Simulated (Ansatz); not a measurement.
## The (10-12) surface of hcp Be in its 1x1 cell, outermost plane spacing 0.44 Å in the ideal cut (one of several cuts of this face)

Method: r2SCAN, at the PBE geometry (plane waves to 500 eV, PAW; Ansatz, an electronic-structure program).

Model: 16-atom slab, 9.7 Å thick at the start (thin: gaps and levels are the slab's own), 16x7x1 mesh, Fermi-Dirac 0.1 eV, dipole correction, single point; on the structure that PBE left under its start's symmetry; no spin, no spin-orbit, no U.

| Property | Value |
|---|---|
| surface energy (mean of both faces) | 2.48 J/m² |
| work function of the top face | 4.62 eV |
| cost | roughly 90 core-seconds |
